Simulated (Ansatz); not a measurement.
**WSi2, response to strain**

Base system: WSi$_{2}$ (space group I4/mmm, No. 139; relaxed with 0.1 eV smearing).

```
CELL_PARAMETERS angstrom
     -1.61459     1.61459     3.93512
      1.61459    -1.61459     3.93512
      1.61459     1.61459    -3.93512
ATOMIC_POSITIONS crystal
  W  0.00000 0.00000 0.00000
  Si 0.33452 0.33452 0.00000
  Si 0.66548 0.66548 0.00000
```

Cartesian axes are those of the cell as printed.

Strains are applied to the cell and any free atomic positions relax; under biaxial strain the out-of-plane vector relaxes too.

Calculations: DFT with PBE, PAW potentials and a 420 eV plane-wave cutoff in Ansatz (a program for electronic structure), scalar-relativistic without spin-orbit coupling, earlier PAW set.

Candidates:
(a) biaxial strain −3.80 %, plane normal [001], relaxed out of plane
(b) isotropic strain +2.24 %
(c) biaxial strain +4.36 %, plane normal [001], relaxed out of plane

Notes on the quantities. energy relative to the base: free energy F.

**Question.** Order them by energy relative to the base, highest first.

**Answer.** (c) biaxial strain +4.36 %, plane normal [001], relaxed out of plane (+73 meV/atom), (a) biaxial strain −3.80 %, plane normal [001], relaxed out of plane (+67 meV/atom), (b) isotropic strain +2.24 % (+39 meV/atom)

Whether these cells are dynamically stable was not tested. The final runs are not spin-polarised.
